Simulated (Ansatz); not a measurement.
The reference is ZnAg in the CsCl type structure (space group Pm-3m, No. 221; a = 3.118 Å; relaxed with 0.1 eV smearing). Axes: x, y, z lie along the cube axes.

Method: Ansatz (a first-principles code), PBEsol, PAW, cutoff 420 eV, no spin-orbit coupling.

It is then changed as follows: uniaxial strain ε_yy = −5.10 %, all other strain components held at zero; the atoms relax in the strained cell.

Predict the stress tensor and what it implies for the stiffness.

Stress of the strained cell less that of the base (GPa, compression positive):
```
    6.6     0.0     0.0
    0.0     7.8     0.0
    0.0     0.0     6.6
```

Then −Δσ_ii/ε with ε = -0.0510 gives secant stiffness values (nonlinear terms included at this strain): C22 ≈ 153 GPa, C12 ≈ 129 GPa and C23 ≈ 129 GPa.

As a check, the harmonic strain energy −½ V₀ Δσ:ε is 19 meV/atom; the computed energy rise is 18 meV/atom.

No phonon test of stability was made.
